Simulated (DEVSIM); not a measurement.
Device: abrupt GaAs p-n junction, at 300 K.

```csv
layer (left to right),material,thickness (μm),Nd (cm⁻³),Na (cm⁻³),τn (s),τp (s)
1,GaAs,2.10,-,5.9e17,4.4e-8,4.4e-8
2,GaAs,2.10,7.3e14,-,4.4e-8,4.4e-8
```

Left contact: ohmic. Right contact: ohmic. Voltage is applied to the left contact. Recombination: SRH at mid-gap, radiative. Mobility is μmin + (μ − μmin)/(1 + (N/Nref)^α).

The device is made up for the run: typed textbook-type constants, with dimensions and the other settings drawn at random. Values at 300 K. The table also holds parameters that only a changed run uses.

```tsv
parameter	GaAs
gap (eV)	1.424
affinity (eV)	4.07
permittivity	12.9
Nc (cm⁻³)	4.7e17
Nv (cm⁻³)	9e18
μn (cm²/Vs)	8500
μp (cm²/Vs)	400
μn,min	500
μp,min	20
Nref,n	6e16
Nref,p	1.5e17
αn	0.39
αp	0.38
B (cm³/s)	2e-10
Cn (cm⁶/s)	1e-30
Cp (cm⁶/s)	1e-30
```

Simulated with DEVSIM: 1D drift-diffusion, Boltzmann statistics, complete ionisation; no tunnelling, impact ionisation, image-force lowering or self-heating.

Base results: dark forward voltage at 1 A/cm² (V) 0.967; potential step across the device at zero bias (V) 1.186; largest field in the device at zero bias (V/cm) 42000; dark forward voltage at 100 A/cm² (V) 1.136.

Question: What follows from this one change: doping Nd of layer 2 7.3e+14 → 2.2e+13 cm^-3?

Answer: dark forward voltage at 1 A/cm² 0.967 → 0.882 V; potential step across the device at zero bias 1.186 → 1.096 V; largest field in the device at zero bias little changed (40000 V/cm); dark forward voltage at 100 A/cm² 1.136 → 1.121 V.

Question: What follows from this one change: thickness of layer 1 2.1 → 0.42 μm?

Answer: dark forward voltage at 1 A/cm² little changed (0.966 V); potential step across the device at zero bias little changed (1.186 V); largest field in the device at zero bias little changed (42000 V/cm); dark forward voltage at 100 A/cm² 1.136 → 1.128 V.

Question: What follows from this one change: doping Na of layer 1 5.9e+17 → 1.8e+18 cm^-3?

Answer: dark forward voltage at 1 A/cm² little changed (0.968 V); potential step across the device at zero bias 1.186 → 1.215 V; largest field in the device at zero bias 42000 → 70000 V/cm; dark forward voltage at 100 A/cm² little changed (1.137 V).

Question: What follows from this one change: constant mobility in place of the doping-dependent one?

Answer: dark forward voltage at 1 A/cm² little changed (0.964 V); potential step across the device at zero bias little changed (1.186 V); largest field in the device at zero bias little changed (42000 V/cm); dark forward voltage at 100 A/cm² 1.136 → 1.127 V.
